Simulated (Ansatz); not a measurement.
# Ti3Al under a change: pressure −1 GPa

Consider Ti₃Al (space group P6_3/mmc, No. 194; a = 5.7471 Å, c = 4.6315 Å).

Perturbation: hydrostatic tension (pressure −1 GPa).

Computed with Kohn–Sham DFT with the r2SCAN functional, run in Ansatz (a first-principles code) with PAW and 500 eV plane waves, scalar-relativistic without spin-orbit coupling. k-mesh 10×10×10 (Γ-centred); smearing 0.05 eV (Fermi–Dirac).

| quantity | base | changed | shift |
|---|---|---|---|
| density | 4.28 g/cm³ | 4.24 g/cm³ | -0.04 g/cm³ |
| lattice parameter a | 574.7 pm | 576.4 pm | +1.65 pm |
| c/a ratio | 0.806 | 0.806 | 0.000 |
| enthalpy H = E + PV relative to the base's energy | – | -0.10 eV/atom | – |
| band gap | zero | zero | – |

Final structure:

```
Ti3Al
1.0
    5.76359     0.00000     0.00000
   -2.88180     4.99142     0.00000
    0.00000     0.00000     4.64351
Ti Al
6 2
Direct
  0.82981   0.65961   0.25000
  0.17019   0.82981   0.75000
  0.34039   0.17019   0.25000
  0.17019   0.34039   0.75000
  0.82981   0.17019   0.25000
  0.65961   0.82981   0.75000
  0.33333   0.66667   0.25000
  0.66667   0.33333   0.75000
```

Load acts through the strain it causes; cell and atoms are relaxed under it. No phonon test of stability was made. All final runs are without spin polarisation.
